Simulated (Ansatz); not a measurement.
Start from CdS in the zinc blende structure (space group F-43m, No. 216; a = 5.9266 Å).

Now apply this change: cell and atoms relaxed at a pressure of 75 GPa.

Levels (all Ansatz, a program for electronic structure, PAW): PBE (420 eV, no spin-orbit coupling); r2SCAN (500 eV, spin-orbit coupling left out).

The geometry is relaxed with PBE.

| Quantity | Value |
|---|---|
| PBE band gap | 1.78 eV |
| PBE hole mass | 0.19, 0.43, 0.43 mₑ (at Γ) |
| PBE width of the top valence band | 4.08 eV |
| PBE pressure | 75.00 GPa |

With r2SCAN at the same geometry, the band gap goes up by 0.51 eV, from 1.78 eV to 2.29 eV; the hole mass (degenerate bands, along [100]) changes from 0.19, 0.43, 0.43 mₑ (at Γ) to 0.22, 0.43, 0.43 mₑ (at Γ); the width of the top valence band increases by 0.11 eV, from 4.08 eV to 4.19 eV; the pressure decreases by 0.56 GPa to 74.44 GPa.

Single points use the geometry relaxed with PBE. Their cutoffs differ, which shifts pressures a little. Load acts through the strain it causes; cell and atoms are relaxed under it. Masses are band curvatures over ±0.01 Å⁻¹ around the edge. Whether these cells are dynamically stable was not tested. Tetrahedral semiconductors of this kind turn to denser phases somewhere between about 1 and 50 GPa; those were not computed, so compressed cells here can lie past the real transition.
